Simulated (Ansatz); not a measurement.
Band structure of TiSb (Pm-3m, 2 atoms in the cell).

```yaml
crystal:
  lattice:
    - [3.43589, 0.00000, 0.00000]
    - [0.00000, 3.43589, 0.00000]
    - [0.00000, 0.00000, 3.43589]
  atoms:
    - { symbol: Ti, position: [0.00000, 0.00000, 0.00000] }
    - { symbol: Sb, position: [0.50000, 0.50000, 0.50000] }
```

Computed with PBE (plane waves, PAW; Ansatz, a quantum-chemistry and plane-wave program).

Settings: basis.ecutwfc = 420 eV; kpoints.mp_grid.grid = 8 8 8; hamiltonian.xc = pbe; hamiltonian.pseudopotentials = {kind: paw} (the program's default PAW files); scf.occupations.method = cold; scf.occupations.width = 0.05 eV; kpoints.band_path.npoints = 6.

The starting cell was generated: these elements placed on a structure prototype, without a prior relaxation; it need not be a known phase or ordering of this composition. Its lattice was rescaled by a random factor within 2.5 % of one. Spin-orbit coupling is off. Spin polarisation is off.

Levels in eV from the Fermi level, bands 10 to 17:
| point | 10 | 11 | 12 | 13 | 14 | 15 | 16 | 17 |
|---|---|---|---|---|---|---|---|---|
| Γ | -11.90 | -0.95 | -0.95 | 0.92 | 0.92 | 0.92 | 1.51 | 1.51 |
| X | -9.96 | -6.20 | -0.70 | -0.70 | -0.42 | 1.56 | 2.22 | 5.44 |
| M | -8.79 | -4.08 | -4.08 | -1.25 | 0.72 | 0.72 | 2.13 | 2.22 |
| R | -6.61 | -4.12 | -4.12 | -4.12 | 2.27 | 2.27 | 2.31 | 2.31 |

Bands cross the Fermi level along this path, so the cell is metallic at this level.

Keys are those of Ansatz 0.2.
